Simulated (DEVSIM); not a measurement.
## abrupt Si p-n junction

System: abrupt Si p-n junction, at 300 K.

```csv
layer (left to right),material,thickness (μm),Nd (cm⁻³),Na (cm⁻³),τn (s),τp (s)
1,Si,1.90,-,2.9e17,0.00065,0.00065
2,Si,190,8.4e17,-,0.00065,0.00065
```

Left contact: ohmic. Right contact: ohmic. Voltage is applied to the left contact. Recombination: SRH at mid-gap, Auger. Mobility is μmin + (μ − μmin)/(1 + (N/Nref)^α).

The device is made up for the run: typed textbook-type constants, with dimensions and the other settings drawn at random. Values at 300 K.

```tsv
parameter	Si
gap (eV)	1.124
affinity (eV)	4.05
permittivity	11.7
Nc (cm⁻³)	2.86e19
Nv (cm⁻³)	3.1e19
μn (cm²/Vs)	1417
μp (cm²/Vs)	470
μn,min	52
μp,min	45
Nref,n	9.7e16
Nref,p	2.2e17
αn	0.68
αp	0.72
Cn (cm⁶/s)	2.8e-31
Cp (cm⁶/s)	9.9e-32
```

Model (solved in DEVSIM): 1D drift-diffusion, Boltzmann statistics, complete ionisation; no tunnelling, impact ionisation, image-force lowering or self-heating.

```
Item                                                Result
---------------------------------------------  -----------
Potential step across the device at zero bias      0.912 V
Largest field in the device at zero bias       240000 V/cm
Dark forward voltage at 1 A/cm²                    0.677 V
Dark forward voltage at 100 A/cm²                  0.843 V
```

Dark forward current:

(V (V), J (A/cm²)): (0.15, 1.5e-9); (0.25, 7.0e-8); (0.30, 4.8e-7); (0.40, 2.3e-5); (0.45, 0.00016); (0.55, 0.0076); (0.60, 0.053); (0.70, 2.4); (0.75, 14); (0.85, 110); (0.90, 190); (1.00, 370); (1.05, 470); (1.15, 670); (1.20, 780); (1.30, 1000); (1.35, 1100); (1.45, 1300); (1.50, 1500); (1.60, 1700)
